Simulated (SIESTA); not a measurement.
# Convergence series on C₃N₄ (P-6m2, 28 atoms in the cell)

```
CELL_PARAMETERS angstrom
      7.13454     0.00000     0.00000
     -3.56727     6.17869     0.00000
      0.00000     0.00000     7.03989
ATOMIC_POSITIONS crystal
  C  0.09519 0.54760 0.00000
  C  0.45241 0.90481 0.00000
  C  0.45241 0.54760 0.00000
  C  0.77938 0.55875 0.00000
  C  0.77938 0.22062 0.00000
  C  0.44125 0.22062 0.00000
  C  0.11248 0.22495 0.50000
  C  0.11248 0.88753 0.50000
  C  0.77505 0.88753 0.50000
  C  0.78640 0.21360 0.50000
  C  0.42720 0.21360 0.50000
  C  0.78640 0.57280 0.50000
  N  0.33333 0.66667 0.00000
  N  0.66843 0.00527 0.00000
  N  0.33684 0.33157 0.00000
  N  0.99473 0.66316 0.00000
  N  0.99473 0.33157 0.00000
  N  0.66843 0.66316 0.00000
  N  0.33684 0.00527 0.00000
  N  0.66667 0.33333 0.00000
  N  0.00195 0.32974 0.50000
  N  0.32779 0.99805 0.50000
  N  0.67026 0.67221 0.50000
  N  0.67026 0.99805 0.50000
  N  0.00195 0.67221 0.50000
  N  0.32779 0.32974 0.50000
  N  0.00000 0.00000 0.50000
  N  0.66667 0.33333 0.50000
```

Method: SIESTA with GGA PBEsol, numerical atomic orbitals DZP, PseudoDojo PBEsol standard norm-conserving potentials (rewritten from UPF to PSML).

The starting cell comes from a database of computed structures (which also holds hypothetical and non-ambient phases and stackings), without a prior relaxation at this level. Values carry the incompleteness of an atom-centred basis.

Held fixed: XC.functional = GGA; XC.authors = PBEsol; potentials = PseudoDojo PBEsol standard; PAO.BasisSize = DZP; PAO.EnergyShift = 0.01 Ry; MeshCutoff = 350 Ry; OccupationFunction = FD; ElectronicTemperature = 116.05 K; MaxSCFIterations = 150; SCF.Mixer.Method = Pulay; SCF.Mixer.Weight = 0.2; SCF.Mixer.History = 8; SCF.DM.Tolerance = 1.0E-04.

ΔF is the free energy per atom less that of the last row (13 13 12).

The series runs over kgrid.MonkhorstPack = 1 1 1; 2 2 1; 2 2 2; 3 3 2; 3 3 3; 4 4 3; 5 5 4; 5 5 5; 6 6 5; 7 7 6; 9 9 8; 11 11 9; 13 13 12.

Task: From which setting on does the pressure stay within 0.1 GPa of the last one?

Result: From kgrid.MonkhorstPack = 2 2 2 on; the one before it is off by 0.42 GPa. The value it settles on is 1.20 GPa at this level of theory and with the other settings as held.

Task: From which setting on does the largest force stay within 0.005 eV/Å of the last one?

Result: From kgrid.MonkhorstPack = 3 3 2 on; the one before it is off by 0.012 eV/Å. The value it settles on is 0.676 eV/Å at this level of theory and with the other settings as held.

```tsv
kgrid.MonkhorstPack	ΔF (meV/atom)	pressure (GPa)	largest force (eV/Å)	gap on the mesh (eV)	k-points	iterations
1 1 1	62.3	1.29	0.462	1.947	1	10
2 2 1	8.6	1.63	0.634	0.998	4	11
2 2 2	0.87	1.18	0.664	1.000	8	11
3 3 2	0.05	1.21	0.675	1.010	11	11
3 3 3	0.04	1.21	0.675	1.010	14	11
4 4 3	0.00	1.20	0.676	1.009	28	11
5 5 4	0.00	1.20	0.676	1.017	53	11
5 5 5	0.00	1.20	0.676	1.017	63	11
6 6 5	0.00	1.20	0.676	1.009	96	11
7 7 6	0.00	1.20	0.676	1.014	151	11
9 9 8	0.00	1.20	0.676	1.010	329	11
11 11 9	0.00	1.20	0.676	1.011	545	11
13 13 12	0.00	1.20	0.676	1.011	1021	11
```

Gaps are taken between levels on the mesh.
